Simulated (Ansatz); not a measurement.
A 16-atom cell of (Zr,Ta)C started in the rock salt structure, site fractions Zr 0.500, Ta 0.500, short-range order -0.17 in the first shell of the mixed sites (0 is random, a negative value favours unlike neighbours), space group Imma at the end, an ordered arrangement that its symmetry holds. The mixed sublattice has 8 sites.

The mixing enthalpy is taken against the end members in the rock salt type, relaxed in the same cell and mesh.

All values below come from PBE (plane waves to 420 eV, PAW; Ansatz, an electronic-structure program). Spin–orbit coupling is left out; the runs are not spin-polarised. Its k-point mesh 5×5×5, Fermi–Dirac width 0.05 eV.

| cell | energy at zero smearing (eV) |
|---|---|
| ZrC | -35491.949 |
| TaC | -81475.167 |
| TaZrC2 | -58483.996 |

**Question.** Work out the mixing enthalpy per mixed site and the interaction parameter Ω of a regular solution.

**Answer.** With x = 4/8 of the second end member, ΔH = [-58483.996 − 4/8 × (-35491.949) − 4/8 × (-81475.167)] / 8 = -55 meV against the separate end members. Ω = ΔH / x(1 − x) = -219 meV.
